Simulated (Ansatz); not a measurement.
The parent structure is Te (space group P3_121, No. 152; made of chains).

Te has the trigonal space group P3₁21 (No. 152), Pearson symbol hP3. Lattice parameters: a = b = 4.624 Å, c = 5.903 Å, α = β = 90.00°, γ = 120.00°. Te on 3a sees 2 Te at 2.827 Å (bent). (Neighbours: up to the widest gap in distance over summed covalent radii, below 1.35, at either atom.)

Calculations: r2SCAN (Ansatz, a program for electronic structure), no spin-orbit coupling.

Before the change:

The volume per atom is 36.44 Å³. The band gap is 0.55 eV, the smallest direct gap is 0.60 eV and the gap character is indirect, k = (1/4, 3/8, -1/2) in the run's primitive reciprocal basis → H.

One thing is altered: Se takes the place of Te on all its sites, then cell and atoms are relaxed.

Task: Predict the new volume per atom, band gap, smallest direct gap and gap character.

Result: The volume per atom drops by 7.18 Å³ (36.44 Å³ → 29.26 Å³); the band gap increases by 0.78 eV (0.55 eV → 1.33 eV); the smallest direct gap rises by 0.94 eV to 1.54 eV; the gap character changes from indirect, k = (1/4, 3/8, -1/2) in the run's primitive reciprocal basis → H to indirect, L → H.

With Te present, leaving out spin-orbit coupling can change the band edges. No phonon test of stability was made. No dispersion term is included, though the crystal is made of layers, chains or molecules, so its spacings can come out too wide.
